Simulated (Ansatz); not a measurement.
Base system: HfN in the rock salt structure (space group Fm-3m, No. 225; a = 4.5018 Å; relaxed with 0.1 eV smearing). Axes: x, y, z lie along the cube axes.

Method: Ansatz (a program for electronic structure) PBEsol, no SOC.

One thing is altered: compressive biaxial strain of 1.00 % in the plane normal to [001], as in epitaxy on a mismatched substrate; the out-of-plane cell vector and the atoms relax.

Predict the new ratio −ε⊥/ε∥, energy relative to the base and in-plane stress.

The ratio −ε⊥/ε∥ amounts to 0.35; the energy rises by 5.2 meV/atom; the mean in-plane stress (compression positive) comes out as +7.5 GPa.

Stability against distortions was not tested. The final runs are not spin-polarised. An odd electron count without spin: HfN.
